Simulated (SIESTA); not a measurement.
Worked example: self-consistent single point of W (Im-3m, 1 atom in the cell) in SIESTA.

Method of the run: GGA PBE, numerical atomic orbitals DZP, PseudoDojo PBE standard norm-conserving potentials (rewritten from UPF to PSML) run with SIESTA.

```
W
1.0
   -1.57210     1.57210     1.57210
    1.57210    -1.57210     1.57210
    1.57210     1.57210    -1.57210
W
1
Direct
  0.00000   0.00000   0.00000
```

Reference input (self-consistent single point, DFT, GGA PBE, numerical atomic orbitals DZP, PseudoDojo PBE standard norm-conserving potentials (rewritten from UPF to PSML)): XC.functional = GGA; XC.authors = PBE; potentials = PseudoDojo PBE standard; PAO.BasisSize = DZP; PAO.EnergyShift = 0.005 Ry; MeshCutoff = 350 Ry; kgrid.MonkhorstPack = 7 7 7; OccupationFunction = FD; ElectronicTemperature = 0.1 eV; MaxSCFIterations = 150; SCF.Mixer.Method = Pulay; SCF.Mixer.Weight = 0.2. This run's input differs from it in these lines:

```diff
@@ -26,5 +26,5 @@
 %block kgrid.MonkhorstPack
-    7   0   0  0.0
-    0   7   0  0.0
-    0   0   7  0.0
+    7   0   0  0.5
+    0   7   0  0.5
+    0   0   7  0.5
 %endblock kgrid.MonkhorstPack
```

Output (repeated stretches shortened):

```
        iscf     Eharris(eV)        E_KS(eV)     FreeEng(eV)     dDmax    Ef(eV) dHmax(eV)
   scf:    1    -2055.548643    -2063.144126    -2063.152813  1.367327 -3.155737  4.239544
   scf:    2    -2063.526742    -2063.341846    -2063.351326  0.141293 -3.385395  2.941126
   scf:    3    -2063.631015    -2063.520319    -2063.534176  0.277839 -3.913421  0.018494
   scf:    4    -2063.520989    -2063.520682    -2063.534229  0.007096 -3.908486  0.045141
   scf:    5    -2063.520720    -2063.520704    -2063.534256  0.002216 -3.919258  0.005312
   scf:    6    -2063.520688    -2063.520696    -2063.534257  0.000348 -3.920803  0.000446
mix: Pulay -- inversion failed, > SVD [rank/size] 3 / 5
   scf:    7    -2063.520693    -2063.520695    -2063.534257  0.000026 -3.920823  0.000241
   scf:    8    -2063.520694    -2063.520694    -2063.534257  0.000018 -3.920896  0.000001
mix: Pulay -- inversion failed, > SVD [rank/size] 3 / 5
   scf:    9    -2063.520694    -2063.520694    -2063.534257  0.000000 -3.920896  0.000000
SCF Convergence by DM+H criterion
max |DM_out - DM_in|         :     0.0000000923
max |H_out - H_in|      (eV) :     0.0000000258
SCF cycle converged after 9 iterations

Using DM_out to compute the final energy and forces

siesta: E_KS(eV) =            -2063.5207

siesta: E_KS - E_eggbox =     -2063.5207

siesta: Atomic forces (eV/Ang):
     1   -0.000000    0.000000    0.000000
   Tot   -0.000000    0.000000    0.000000
   Max    0.000000
   Res    0.000000    sqrt( Sum f_i^2 / 3N )
   Max    0.000000    constrained

Stress tensor Voigt[x,y,z,yz,xz,xy] (kbar):     -155.59     -155.59     -155.59        0.04        0.04        0.04
(Free)E + p*V (eV/cell)    -2062.0250
Target enthalpy (eV/cell)    -2063.5343

siesta: Program's energy decomposition (eV):
siesta: FreeEng =     -2063.534257

siesta: Stress tensor (static) (eV/Ang**3):
siesta:    -0.097110    0.000027    0.000027
siesta:     0.000027   -0.097110    0.000027
siesta:     0.000027    0.000027   -0.097110

siesta: Cell volume =         15.541771 Ang**3

siesta: Pressure (static):
siesta:                Solid            Molecule  Units
siesta:           0.00105766          0.00105766  Ry/Bohr**3
siesta:           0.09710970          0.09710970  eV/Ang**3
siesta:         155.58689817        155.58689817  kBar
```

The run converged in 9 iterations. Against the reference run the free energy falls by 87.3 meV/atom and the pressure goes from 15.68 to 15.56 GPa.

The starting cell has typed, rounded lattice constants, without a prior relaxation at this level. Its lattice was rescaled by up to half a per cent. Spin polarisation is off. Values carry the incompleteness of an atom-centred basis.
